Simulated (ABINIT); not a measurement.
Worked example: self-consistent single point of YSI (P1, 3 atoms in the cell) in ABINIT.

Method of the run: PBEsol, norm-conserving pseudopotentials (PseudoDojo nc-sr-04 PBEsol standard) (plane waves; ABINIT).

The change in words: lattice scaled by 0.98. Reference geometry:
```
YSI
1.0
    4.54373     0.00000     0.00000
   -2.27187     3.93499     0.00000
    0.00000     0.00000     5.14258
Y S I
1 1 1
Cartesian
  0.00350   0.03158   0.05629
  0.00983   2.63045  -0.00121
  2.25854   1.27296   2.51622
```

Reference input (self-consistent single point, DFT, PBEsol, plane waves, norm-conserving pseudopotentials (PseudoDojo nc-sr-04 PBEsol standard)): pseudos = [Y.upf, S.upf, I.upf]; ecut = 980 eV; ixc = -116133; occopt = 3; tsmear = 0.00073499 Ha; ngkpt = 4 4 4; nshiftk = 1; shiftk = 0 0 0; potentials = PseudoDojo nc-sr-04 PBEsol standard; nband = 17; kptopt = 1; nstep = 50. This run's input differs from it in these lines:

```diff
@@ -5,5 +5,5 @@
 rprim
-         8.5864052842    0.0000000000    0.0000000000
-        -4.2932026421    7.4360458442    0.0000000000
-         0.0000000000    0.0000000000    9.7180677740
+         8.4146764227    0.0000000000    0.0000000000
+        -4.2073391562    7.2873243982    0.0000000000
+         0.0000000000    0.0000000000    9.5237056626
 natom 3
@@ -13,5 +13,5 @@
 xcart
-         0.0034964002    0.0315782626    0.0562855381
-         0.0098303599    2.6304476363    5.1413663511
-         2.2585382399    1.2729601010    2.5162181108
+         0.0034264679    0.0309466951    0.0551598230
+         0.0096334176    2.5778384964    5.0385386242
+         2.2133671145    1.2475008084    2.4658935528
       Angstrom
```

Log, with long lists cut:

```
--- !BeginCycle
solver: {iscf: 7, nstep: 50, nline: 4, wfoptalg: 0, }
tolerances: {tolvrs: 1.00E-10, }
...

     iter   Etot(hartree)      deltaE(h)  residm     vres2
 ETOT  1  -64.836101967848    -6.484E+01 5.694E-02 5.249E+02
 ETOT  2  -64.902915807013    -6.681E-02 3.643E-02 9.776E+01
 ETOT  3  -64.916725585200    -1.381E-02 3.964E-03 5.082E+00
 ETOT  4  -64.917070625607    -3.450E-04 2.131E-03 2.625E-01
 ETOT  5  -64.917081263029    -1.064E-05 6.523E-04 1.850E-02
   [... 3 lines left out ...]
 ETOT  9  -64.917082174176    -1.697E-10 1.791E-04 2.290E-07
 ETOT 10  -64.917082174190    -1.414E-11 2.090E-04 4.353E-09
 ETOT 11  -64.917082174190     2.842E-14 1.538E-04 3.103E-10
 ETOT 12  -64.917082174190     1.279E-13 1.372E-04 1.806E-11
 At SCF step   12       vres2   =  1.81E-11 < tolvrs=  1.00E-10 =>converged.

 Cartesian components of stress tensor (hartree/bohr^3)
  sigma(1 1)= -1.13650255E-05  sigma(3 2)= -1.00317360E-06
  sigma(2 2)= -6.23707262E-05  sigma(3 1)= -1.00474757E-06
  sigma(3 3)=  2.66750787E-05  sigma(2 1)= -7.57540696E-08

 ----iterations are completed or convergence reached----

 reduced coordinates (array xred) for    3 atoms
       0.004782000012      0.008025000022      0.010945000056
       0.336402001478      0.668477002919      0.999764004372
       0.658816002866      0.323498001408      0.489291002130
 cartesian forces (eV/Angstrom) at end:
    1      0.05842327331384    -0.17604254445444     0.19200427228141
    2     -0.09121732631416     0.12277558447331    -0.20549945511729
   [... lines left out ...]
 Fermi (or HOMO) energy (hartree) =   0.20748   Average Vxc (hartree)=  -0.34823
 Fermi (or HOMO) energy (eV) =   5.64588   Average Vxc (eV)=  -9.47583
   [... lines left out ...]
total_energy        : -6.49170821741896E+01
total_energy_eV     : -1.76648364211304E+03
band_energy         : -6.76123986104728E+00
...

-Cartesian components of stress tensor (GPa)         [Pressure=  4.6152E-01 GPa]
- sigma(1 1)= -3.34370538E-01  sigma(3 2)= -2.95143814E-02
- sigma(2 2)= -1.83500981E+00  sigma(3 1)= -2.95606891E-02
- sigma(3 3)=  7.84807779E-01  sigma(2 1)= -2.22876130E-03

 Calculation completed.
```

The run converged in 12 iterations. Against the reference run the free energy drops by 12.5 meV/atom, the pressure goes from -2.55 to 0.46 GPa, the largest force goes from 0.240 to 0.267 eV/Å and the gap on the mesh goes from 1.215 to 1.148 eV.

The starting cell comes from a database of computed structures (which also holds hypothetical and non-ambient phases and stackings), without a prior relaxation at this level. Its atoms were displaced at random from the sites of space group no. 187. For this run, on top of that: lattice scaled by 0.98. Spin-orbit coupling is off.

Cost on one core of a shared machine: roughly 2 min.
